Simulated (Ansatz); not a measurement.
# Ansatz run on Li (Im-3m, 1 atom in the cell): self-consistent single point

Level of theory: PBE (plane waves, PAW; Ansatz, a first-principles code).

The input file:

Ansatz 0.2 input:
```yaml
crystal:
  lattice:
    - [-1.680963, 1.680963, 1.680963]
    - [1.680963, -1.680963, 1.680963]
    - [1.680963, 1.680963, -1.680963]
  atoms:
    - { symbol: Li, position: [0.000000, 0.000000, 0.000000] }
kpoints:
  mp_grid: { grid: [11, 11, 11] }
hamiltonian:
  xc: pbe
  pseudopotentials: { kind: paw }
scf:
  occupations: { method: gaussian, width: 0.01 Ry }
output:
  forces: true
  eigenvalues: true
  stress: true
```

Log, with long lists cut:

```
WARN basis.ecutwfc = 420 eV, the default
Pseudopotentials: kind: paw
Pseudopotential: Li, paw, valence charge 3
Crystal: 1 atoms, lattice volume = 18.999 Å³
Basis set: ecut = 420 eV, 369 PW (Γ), exchange–correlation on 40×40×40 points (8 copies of the dense FFT grid, shifted against one another)
Bands: 6, of which v1, the nominal top of the filled ones, is band 2 counted from 1 (1 counted from 0)
Symmetry: 48 space group operations
Space group: Im-3m (ITA 229), of the structure as read, at distance tolerance 2.7e-5 Å
k-points: 56 of 1331
Initial density: superposition of atomic densities (neutral atoms: chi_scale 0, normalization atom), corrected by the library's trained network
Initial wavefunctions: pseudopotential atomic-orbital guess
Eigensolver: davidson
Functional: x = pbe(κ = 0.804, μ = 0.2195149727645171), c = pbe(β = 0.06672455060314922)
SCF iter   1: F=—  HF=-204.688534 eV  |F-HF|=—  |Δ(HF+E_count)|=         —  Δρ=1.12e-4  dr2=7.39e-7  ethr=1.77e-3  ⟨swp⟩=4.1  Hψ=2607  notcnv=0
all-band conjugate gradients solve this SCF's bands
preconditioner: auto → none
SCF iter   2: F=—  HF=-204.688531 eV  |F-HF|=—  |Δ(HF+E_count)|=   3.02e-6  Δρ=5.21e-5  dr2=1.75e-7  ethr=2.46e-8  ⟨swp⟩=2.0  Hψ=871  notcnv=0
iter 3 did not close the SCF: its close was put off for the readings that it lacked (scf_convergence_deferred on its scf_iter line)
SCF iter   3: F=-204.688532 eV  HF=-204.688532 eV  |F-HF|=1.47e-8  |Δ(HF+E_count)|=   2.24e-7  Δρ=6.21e-6  dr2=2.28e-9  ethr=5.84e-9  ⟨swp⟩=2.0  Hψ=403  notcnv=0
iter 4 did not close the SCF: its close was put off for the readings that it lacked (scf_convergence_deferred on its scf_iter line)
SCF iter   4: F=-204.688532 eV  HF=-204.688532 eV  |F-HF|=7.38e-11  |Δ(HF+E_count)|=   1.55e-8  Δρ=4.85e-7  dr2=1.78e-11  ethr=7.58e-11  ⟨swp⟩=2.0  Hψ=405  notcnv=0
iter 5 did not close the SCF: its close was put off for the readings that it lacked (scf_convergence_deferred on its scf_iter line)
SCF iter   5: F=-204.688532 eV  HF=-204.688532 eV  |F-HF|=1.99e-13  |Δ(HF+E_count)|=  7.80e-11  Δρ=1.03e-7  dr2=1.06e-12  ethr=1.00e-12  ⟨swp⟩=2.5  Hψ=402  notcnv=0
SCF iter   6: F=-204.688532 eV  HF=-204.688532 eV  |F-HF|=5.68e-14  |Δ(HF+E_count)|=  1.14e-13  Δρ=3.86e-9  dr2=1.25e-15  ethr=1.00e-12  ⟨swp⟩=1.7  Hψ=1013  notcnv=0
SCF 1 converged in 6 iterations: F = -204.688532 eV  dr2 = 1.25e-15
SCF converged after 6 iterations
Free energy (F): -204.688532 eV
Harris-Foulkes:  -204.688532 eV  (|F-HF|=5.68e-14)
Internal energy: -204.684441 eV  (E = F + TS)
E sigma→0 (E₀):  -204.686486 eV
Entropy (-TS):   -0.004090 eV (-4.090 meV/atom)
Fermi energy:    1.257348 eV
--- Per-component energies (eV) ---
  E_band       = -90.478987
  E_kinetic    = 21.429266
  E_local      = -130.165910  (includes V_loc(G=0)·N_el)
  E_nonlocal   = -33.213458
  E_hartree    = 38.600284
  E_xc         = -10.171462
  E_vxc        = -13.097192  (∫ρ·V_xc dr)
  E_paw        = -21.019911  (= ΣΔE_a)
  E_vpaw       = -12.632292  (= ΣTr[D̂ρ^β])
  E_aug_tail   = 0.000030  (compensation charges beyond the density's cutoff)
  E_ewald      = -70.143281
  E_smearing   = -0.004090  (= −TS)
  E_closure    = 0.000000  (closes the sum)
  Σ components = -204.688532   (vs F -204.688532, Δ=0.00e0)
--- Forces (eV/Å), atoms counted from 1 ---
  atom   1  Li     0.00000000     0.00000000     0.00000000
  max |Σ_I F_I| component: 2.03e-32 eV/Å
--- Stress (GPa, compression-positive) ---
        0.977734       0.000000       0.000000
       -0.000000       0.977734       0.000000
        0.000000       0.000000       0.977734
  P = ⅓ Tr σ = 0.9777 GPa (9.777 kbar)
  The stress holds the Pulay correction. Without it, at fixed plane waves, as pw.x and ABINIT print it: P = 0.9764 GPa
--- Band table (eV; the first three rows and the last of 56) ---
  k-point 0: bands = ["-45.1697", "-2.4213", "16.5369", "16.5369", "16.5369", "21.4316"]
  k-point 1: bands = ["-45.1677", "-2.2610", "15.4079", "15.7749", "16.2463", "19.6273"]
  k-point 2: bands = ["-45.1624", "-1.7794", "12.6046", "14.4643", "15.5009", "18.0975"]
  k-point 55: bands = ["-45.1287", "5.9467", "7.1026", "7.1026", "9.4139", "10.5082"]
```

The run converged in 6 iterations.

The starting cell comes from a database of computed structures (which also holds hypothetical and non-ambient phases and stackings), without a prior relaxation at this level. Its lattice was rescaled by a random factor within 2.5 % of one. Ansatz's pressure includes its estimate of the finite-basis (Pulay) stress.
